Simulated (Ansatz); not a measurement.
The starting structures come from a database of crystals and need not be the phases stable at ambient conditions.

By PBEsol, the system below comes out a metal.

Without scattering a metal conducts by its projected Fermi surface.

Data:

```
Bi
1.0
    3.22164     0.00000     0.00000
    0.00000     6.44439     0.00000
    0.00000     0.04043     3.23813
Bi
2
Direct
  0.00000   0.74958   0.45575
  0.00000   0.25042   0.54425
```

Space group of this cell: P2/m. The cell is taken as given.

The current flows along the normal of the first two printed cell vectors. No spin-orbit coupling; the value is a mean over 0.1 eV about the Fermi level.

Problem. State the ballistic conductance per area according to Ansatz (a quantum-chemistry and plane-wave program) with PBEsol.

Solution. 0.93 × 10¹⁵ S/m² for both spins.
